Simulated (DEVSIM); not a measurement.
Structure: abrupt Si p-n junction, at 300 K.

| layer (left to right) | material | thickness (μm) | Nd (cm⁻³) | Na (cm⁻³) | τn (s) | τp (s) |
|---|---|---|---|---|---|---|
| 1 | Si | 1.00 | - | 3.9e15 | 7.5e-7 | 7.5e-7 |
| 2 | Si | 0.500 | 2.4e14 | - | 7.5e-7 | 7.5e-7 |

Left contact: ohmic. Right contact: ohmic. Voltage is applied to the left contact. Recombination: SRH at mid-gap. Mobility is μmin + (μ − μmin)/(1 + (N/Nref)^α).

This is a model device: material constants are rounded textbook-type values typed into the input, and sizes, dopings and lifetimes were drawn at random. Values at 300 K.

```csv
parameter,Si
gap (eV),1.124
affinity (eV),4.05
permittivity,11.7
Nc (cm⁻³),2.86e19
Nv (cm⁻³),3.1e19
μn (cm²/Vs),1417
μp (cm²/Vs),470
"μn,min",52
"μp,min",45
"Nref,n",9.7e16
"Nref,p",2.2e17
αn,0.68
αp,0.72
```

Simulated with DEVSIM: 1D drift-diffusion, Boltzmann statistics, complete ionisation; no tunnelling, impact ionisation, image-force lowering or self-heating.

Problem. Give the dark forward current.

Solution. 
```json
[
 {"V (V)": "0.05", "J (A/cm²)": "1.7e-6"},
 {"V (V)": "0.15", "J (A/cm²)": "7.8e-5"},
 {"V (V)": "0.25", "J (A/cm²)": "0.0028"},
 {"V (V)": "0.35", "J (A/cm²)": "0.092"},
 {"V (V)": "0.50", "J (A/cm²)": "8.4"},
 {"V (V)": "0.60", "J (A/cm²)": "65"},
 {"V (V)": "0.70", "J (A/cm²)": "240"},
 {"V (V)": "0.80", "J (A/cm²)": "510"},
 {"V (V)": "0.90", "J (A/cm²)": "770"},
 {"V (V)": "1.00", "J (A/cm²)": "1000"},
 {"V (V)": "1.15", "J (A/cm²)": "1400"},
 {"V (V)": "1.25", "J (A/cm²)": "1600"},
 {"V (V)": "1.35", "J (A/cm²)": "1800"},
 {"V (V)": "1.45", "J (A/cm²)": "2000"}
]
```
